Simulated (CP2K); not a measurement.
A user runs CP2K on Zn2PdO4 (P1, 14 atoms in the cell) and asks whether the run is sound. The aim is a self-consistent single point with DFT PBEsol, GPW, DZVP-MOLOPT-SR-GTH basis, GTH-PBE potentials (GTH_POTENTIALS).

Input:

```
&GLOBAL
  PROJECT calc
  RUN_TYPE ENERGY_FORCE
  PRINT_LEVEL MEDIUM
&END GLOBAL
&FORCE_EVAL
  METHOD Quickstep
  STRESS_TENSOR ANALYTICAL
  &DFT
    BASIS_SET_FILE_NAME BASIS_MOLOPT
    POTENTIAL_FILE_NAME GTH_POTENTIALS
    &QS
      METHOD GPW
      EPS_DEFAULT 1E-10
    &END QS
    &MGRID
      CUTOFF 600
      REL_CUTOFF 40
      NGRIDS 5
    &END MGRID
    &SCF
      SCF_GUESS ATOMIC
      EPS_SCF 1E-7
      MAX_SCF 100
      ADDED_MOS 21
      &DIAGONALIZATION
        ALGORITHM STANDARD
      &END DIAGONALIZATION
      &MIXING
        METHOD BROYDEN_MIXING
        ALPHA 0.2
        NBUFFER 8
      &END MIXING
      &SMEAR ON
        METHOD MARZARI_VANDERBILT
        SIGMA [eV] 0.136
      &END SMEAR
    &END SCF
    &XC
      &XC_FUNCTIONAL
        &PBE
          PARAMETRIZATION PBESOL
        &END PBE
      &END XC_FUNCTIONAL
    &END XC
    &PRINT
      &MO
        EIGENVALUES T
        OCCUPATION_NUMBERS T
        NDIGITS 8
        FILENAME mo
        &EACH
          QS_SCF 0
        &END EACH
        ADD_LAST NUMERIC
      &END MO
      &MULLIKEN ON
      &END MULLIKEN
    &END PRINT
  &END DFT
  &SUBSYS
    &CELL
      ABC 6.14515400 6.14515359 6.14515377
      ALPHA_BETA_GAMMA 59.99999948 59.99999874 59.99999779
      PERIODIC XYZ
    &END CELL
    &COORD
      SCALED
      Zn       0.62983000     0.62042400     0.62920300
      Zn       0.12690900     0.62435100     0.62176500
      Zn       0.62727200     0.62378700     0.12314600
      Zn       0.63605000     0.13033200     0.61983800
      Pd      -0.00843000    -0.00962200     0.00479200
      Pd       0.25165400     0.24506800     0.24796400
      O        0.87292300     0.86675000     0.85553000
      O        0.83659100     0.39216300     0.37980600
      O        0.86344600     0.87515900     0.41071600
      O        0.38299500     0.85324500     0.38126000
      O        0.40473000     0.86881700     0.85849300
      O        0.36892600     0.39218700     0.40190600
      O        0.87656200     0.39283000     0.86937800
      O        0.38054200     0.37451000     0.84620400
    &END COORD
    &KIND Zn
      BASIS_SET DZVP-MOLOPT-SR-GTH
      POTENTIAL GTH-PBE-q12
    &END KIND
    &KIND Pd
      BASIS_SET DZVP-MOLOPT-SR-GTH
      POTENTIAL GTH-PBE-q18
    &END KIND
    &KIND O
      BASIS_SET DZVP-MOLOPT-SR-GTH
      POTENTIAL GTH-PBE-q6
    &END KIND
  &END SUBSYS
  &PRINT
    &FORCES ON
    &END FORCES
    &STRESS_TENSOR ON
    &END STRESS_TENSOR
  &END PRINT
&END FORCE_EVAL
```

Output, abridged:

```
 GLOBAL| Method name                                                        CP2K
 GLOBAL| Project name                                                       calc
 GLOBAL| Run type                                                   ENERGY_FORCE

   [... lines left out ...]
 PW_GRID| Volume element (a.u.^3)  0.1252E-02     Volume (a.u.^3)      1107.3371
 PW_GRID| Grid span                                                    FULLSPACE

   [... 4 blocks of this kind left out ...]

 POISSON| Solver                                                        PERIODIC
 POISSON| Periodicity                                                        XYZ

 RS_GRID| Information for grid number                                          1
 RS_GRID|   Bounds   1            -48      47                Points:          96
 RS_GRID|   Bounds   2            -48      47                Points:          96
 RS_GRID|   Bounds   3            -48      47                Points:          96

   [... 4 blocks of this kind left out ...]

 Number of electrons:                                                        132
 Number of occupied orbitals:                                                 66
 Number of molecular orbitals:                                                87

 Number of orbital functions:                                                254
 Number of independent orbital functions:                                    254
 SCF WAVEFUNCTION OPTIMIZATION

  Step     Update method      Time    Convergence         Total energy    Change

 *** WARNING in fm/cp_fm_elpa.F:518 :: Setting real_kernel for ELPA failed ***

     1 NoMix/Diag. 0.20E+00      -     1.47585455      -624.0926397168 -6.24E+02

 *** WARNING in fm/cp_fm_elpa.F:518 :: Setting real_kernel for ELPA failed ***

     2 Broy./Diag. 0.20E+00      -     1.40301935      -623.4890802663  6.04E-01

 *** WARNING in fm/cp_fm_elpa.F:518 :: Setting real_kernel for ELPA failed ***

     3 Broy./Diag. 0.20E+00      -     0.63395425      -618.6940477839  4.80E+00

   [... lines left out ...]

    43 Broy./Diag. 0.20E+00      -     0.00000019      -623.2294649724 -4.77E-08

 *** WARNING in fm/cp_fm_elpa.F:518 :: Setting real_kernel for ELPA failed ***

    44 Broy./Diag. 0.20E+00      -     0.00000021      -623.2294650765 -1.04E-07

 *** WARNING in fm/cp_fm_elpa.F:518 :: Setting real_kernel for ELPA failed ***

    45 Broy./Diag. 0.20E+00      -     0.00000014      -623.2294651926 -1.16E-07

 *** WARNING in fm/cp_fm_elpa.F:518 :: Setting real_kernel for ELPA failed ***

    46 Broy./Diag. 0.20E+00      -     0.00000004      -623.2294653323 -1.40E-07
  *** SCF run converged in    46 steps ***

  Overlap energy of the core charge distribution:               0.00000000265941
  Self energy of the core charge distribution:              -1096.65821144189226
  Core Hamiltonian energy:                                    301.43019377467886
  Hartree energy:                                             259.82467495792548
  Exchange-correlation energy:                                -87.82081998395813
  Smearing free energy correction:                             -0.00530264145749
  Fermi energy:                                                 0.22068727885688

  Total energy:                                              -623.22946533233960

                     Mulliken Population Analysis

   [... lines left out ...]
 STRESS|                        x                   y                   z
 STRESS|      x       -2.64868197704E+04  -4.62531462023E+03   6.95420233803E+03
 STRESS|      y       -4.62531462023E+03  -1.09526223794E+04   2.03200491754E+04
 STRESS|      z        6.95420233803E+03   2.03200491754E+04  -2.05902895139E+04
 STRESS| 1/3 Trace                                            -1.93432438879E+04
```

Can these results be used? Check the input.

The run is not sound. The fault is a single k-point for a small metallic cell. One k-point cannot sample the Fermi surface of a small cell. To fix it, use a converged k-point mesh. The run converged in 46 iterations without an error; against the sound input the free energy goes up by 322 meV/atom, the pressure goes from -5.20 to -1.93 GPa and the largest force goes from 1.031 to 1.082 eV/Å. The full log also holds: “WARNING in fm/cp_fm_elpa.F:518 :: Setting real_kernel for ELPA failed”.

The sound input it was made from differs as follows (other fixes are possible):
```diff
+    &KPOINTS
+      SCHEME MONKHORST-PACK 3 3 3
+    &END KPOINTS
```

With that input, the run converged in 23 iterations: free energy E − TS -16963.4526 eV; Fermi level (on the code's own zero) 5.43 eV; pressure -5.20 GPa; largest force (vector length) 1.031 eV/Å (DFT PBEsol, GPW, DZVP-MOLOPT-SR-GTH basis, GTH-PBE potentials (GTH_POTENTIALS)).

On the sound input: the starting cell comes from a database of computed structures (which also holds hypothetical and non-ambient phases and stackings), without a prior relaxation at this level. Its atoms were displaced at random from the sites of space group no. 227. Spin polarisation is off. Values carry the incompleteness of an atom-centred basis. The potentials were made for another functional than the one used. With a pressure of about -5 GPa the cell is away from its equilibrium volume at this level. Forces in this geometry exceed 1 eV/Å. Without a gap this mesh is coarse (it stands for a supercell whose shortest vector is 18 Å).
